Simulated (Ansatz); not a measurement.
# Migration barriers: interstitial F in fcc Cu, neutral cell

Consider interstitial F in fcc Cu, neutral cell. Computed with PBE, PAW (plane waves to 420 eV; Ansatz, a quantum-chemistry and plane-wave program).

32-site cell at the relaxed PBE lattice, a 2×2×2 k-point mesh shifted by half a step, smearing 0.10 eV, spin-restricted, no finite-size correction. Energies are static. Sites that were not tried may lie lower.

Barriers: single points on a 4×4×4 k-point mesh shifted by half a step at the bands' geometries (they differ from the bands' own by up to 0.08 eV, and are uncertain by about as much).

```
Route                                      Start site over the lowest site run (eV)  Hop (Å)  Forward barrier (eV)  Backward barrier (eV)  Neighbours at the start    Neighbours at the saddle  Saddle order  Forward, on the band's own sampling (eV)
-----------------------------------------  ----------------------------------------  -------  --------------------  ---------------------  -----------------------  --------------------------  ------------  ----------------------------------------
a concerted move, in which F travels most                                      0.00     1.57                  0.27                   0.19           6 Cu at 2.11 Å  3 Cu at 1.92, Cu at 2.25 Å   first order                                      0.27
```

Paths come from nudged elastic bands with a climbing image.  

The whole set of runs took very roughly 1.9 core-hours.
